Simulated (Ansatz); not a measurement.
# TiO2: response to strain

Consider TiO₂ in the anatase structure (space group I4_1/amd, No. 141; a = 3.7988 Å, c = 9.7007 Å).

Strains are applied to the cell and any free atomic positions relax.

Method: PBE (Ansatz, a program for electronic structure; PAW; 420 eV plane waves; no spin-orbit coupling).

```json
[
 {"case": "base", "smallest direct gap": "2.43 eV", "band gap": "2.13 eV", "largest internal atomic displacement": "–", "volume per atom": "11.67 Å³"},
 {"case": "isotropic strain −3.00 %", "smallest direct gap": "2.63 eV", "band gap": "2.22 eV", "largest internal atomic displacement": "0.030 Å", "volume per atom": "10.65 Å³"},
 {"case": "isotropic strain −2.40 %", "smallest direct gap": "2.59 eV", "band gap": "2.20 eV", "largest internal atomic displacement": "0.024 Å", "volume per atom": "10.85 Å³"},
 {"case": "isotropic strain −1.80 %", "smallest direct gap": "2.55 eV", "band gap": "2.18 eV", "largest internal atomic displacement": "0.019 Å", "volume per atom": "11.05 Å³"},
 {"case": "isotropic strain −1.20 %", "smallest direct gap": "…", "band gap": "…", "largest internal atomic displacement": "…", "volume per atom": "11.25 Å³"},
 {"case": "isotropic strain −0.60 %", "smallest direct gap": "2.47 eV", "band gap": "2.15 eV", "largest internal atomic displacement": "–", "volume per atom": "11.46 Å³"}
]
```

**Question.** Fill in the withheld entries from the trend.

**Answer.** 
- isotropic strain −1.20 %, smallest direct gap: 2.51 eV
- isotropic strain −1.20 %, band gap: 2.17 eV
- isotropic strain −1.20 %, largest internal atomic displacement: 0.012 Å

No phonon test of stability was made. All final runs are without spin polarisation.
